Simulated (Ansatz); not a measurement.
# bcc W (1 1 1) on zinc-blende CuI (1 1 1) (film strained to the substrate, started from cuts of the bulks and a machine-learned relaxation; slabs Cu4I4 and W10, which can lie off the formulas)

A periodic stack without vacuum, bcc W (1 1 1) on zinc-blende CuI (1 1 1) (film strained to the substrate, started from cuts of the bulks and a machine-learned relaxation; slabs Cu4I4 and W10, which can lie off the formulas): substrate slab Cu4I4, film W10, surface cells [[1, -1], [0, 1]] and [[1, -1], [0, 1]], film strained by -4.5 and -4.5 %, outermost planes I/Cu and W/W as cut, which need not be the usual terminations and can put a slab off its formula.

The start was prepared with a machine-learned potential, and the result is one local minimum, with the in-plane cell held and forces under 0.04 eV/Å; the film can end far from its bulk form.

Calculation: PBE (plane waves to 420 eV, PAW; Ansatz, a program for electronic structure). No spin–orbit coupling; the runs are not spin-polarised. Its k-point mesh 8×8×1, Fermi–Dirac width 0.05 eV.

```
Property                                                                                                                Result
-------------------------------------------------------------------------------  ---------------------------------------------
interface area                                                                                                         16.0 Å²
period                                                                                                                 24.44 Å
heights between the nearest atoms of the two slabs at the two interfaces                                       0.86 and 1.98 Å
Cu–W contacts across the interfaces within 1.22 times the sum of covalent radii                                 7, mean 2.78 Å
I–W contacts across the interfaces within 1.22 times the sum of covalent radii                                  3, mean 2.97 Å
estimate of the barrier                                                          withheld, since the two interfaces are unlike
slope of the mean potential energy in the substrate                                                             +5.6 MV/cm × e
```

```yaml
crystal:
  lattice:
    - [4.29955, -0.00012, 0.10082]
    - [-2.15041, 3.72351, -0.07062]
    - [-1.11735, 0.45055, 24.41397]
  atoms:
    - { symbol: Cu, position: [0.82904, 0.22017, 0.14513] }
    - { symbol: Cu, position: [0.16956, 0.87895, 0.28813] }
    - { symbol: Cu, position: [0.51534, 0.53340, 0.43142] }
    - { symbol: Cu, position: [0.85954, 0.19010, 0.57707] }
    - { symbol: I, position: [0.76673, 0.28222, 0.03735] }
    - { symbol: I, position: [0.16326, 0.88589, 0.17964] }
    - { symbol: I, position: [0.50588, 0.54262, 0.32330] }
    - { symbol: I, position: [0.85160, 0.19717, 0.46730] }
    - { symbol: W, position: [0.53174, 0.51779, 0.64494] }
    - { symbol: W, position: [0.19587, 0.85368, 0.61227] }
    - { symbol: W, position: [0.20497, 0.84443, 0.72345] }
    - { symbol: W, position: [0.86833, 0.18119, 0.68523] }
    - { symbol: W, position: [0.87833, 0.17095, 0.80338] }
    - { symbol: W, position: [0.54149, 0.50789, 0.76410] }
    - { symbol: W, position: [0.55190, 0.49726, 0.88257] }
    - { symbol: W, position: [0.21412, 0.83514, 0.84350] }
    - { symbol: W, position: [0.22620, 0.82287, 0.95636] }
    - { symbol: W, position: [0.88907, 0.16007, 0.91987] }
```
